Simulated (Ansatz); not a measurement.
Zr, response to strain

Start from Zr in the hcp (Mg type) structure (space group P6_3/mmc, No. 194; relaxed with 0.1 eV smearing).

```
CELL_PARAMETERS angstrom
      3.18249     0.00000     0.00000
     -1.59125     2.75612     0.00000
      0.00000     0.00000     5.12352
ATOMIC_POSITIONS crystal
  Zr 0.66667 0.33333 0.75000
  Zr 0.33333 0.66667 0.25000
```

Cartesian axes are those of the cell as printed.

Strains are applied to the cell and any free atomic positions relax.

The values are results of DFT with PBEsol, PAW potentials and a 420 eV plane-wave cutoff in Ansatz (an electronic-structure program), no spin-orbit coupling, not measurements.

Notes on the quantities. energy relative to the base: free energy F; pressure: mean of the normal stresses, compression positive.

```csv
case,energy relative to the base,pressure,volume per atom
base,0 meV/atom,0.0 GPa,22.47 Å³
uniaxial strain ε_zz = −2.50 %,?,2.8 GPa,21.91 Å³
uniaxial strain ε_zz = −2.00 %,?,2.2 GPa,22.02 Å³
uniaxial strain ε_zz = −1.50 %,+2.8 meV/atom,1.6 GPa,22.13 Å³
uniaxial strain ε_zz = −1.00 %,?,1.1 GPa,22.25 Å³
uniaxial strain ε_zz = −0.50 %,+0.3 meV/atom,0.5 GPa,22.36 Å³
uniaxial strain ε_zz = +0.50 %,+0.3 meV/atom,-0.5 GPa,22.58 Å³
uniaxial strain ε_zz = +2.00 %,+4.6 meV/atom,-2.0 GPa,22.92 Å³
uniaxial strain ε_zz = +2.50 %,+7.1 meV/atom,-2.5 GPa,23.03 Å³
uniaxial strain ε_zz = +3.00 %,?,-2.9 GPa,23.14 Å³
```

Q: Some entries are withheld; estimate them.

A: 
- uniaxial strain ε_zz = −2.50 %, energy relative to the base: +7.9 meV/atom
- uniaxial strain ε_zz = −2.00 %, energy relative to the base: +5.0 meV/atom
- uniaxial strain ε_zz = −1.00 %, energy relative to the base: +1.2 meV/atom
- uniaxial strain ε_zz = +3.00 %, energy relative to the base: +10 meV/atom

Stability against distortions was not tested. All final runs are without spin polarisation.
